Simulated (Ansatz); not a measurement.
The (21-33) surface of hcp Cd in its 1x1 cell, outermost plane spacing 0.15 Å in the ideal cut

These are PBE (plane waves to 420 eV, PAW; Ansatz, a first-principles code) values and carry that method's errors.

Slab: 24 atoms, 9.8 Å thick at the start (thin: gaps and levels are the slab's own); k 6x5x1, smearing 0.1 eV, dipole-corrected; all atoms relaxed; held to the start's symmetry, so lower structures may exist; no spin, no spin-orbit, no U.

| Quantity | Value |
|---|---|
| surface energy (mean of both faces) | 0.47 J/m² |
| surface energy before relaxation | 0.56 J/m² |
| work function of the top face | 3.95 eV |
| energy released by relaxation | 0.59 eV |
| cost | around 60 core-minutes (rough) |
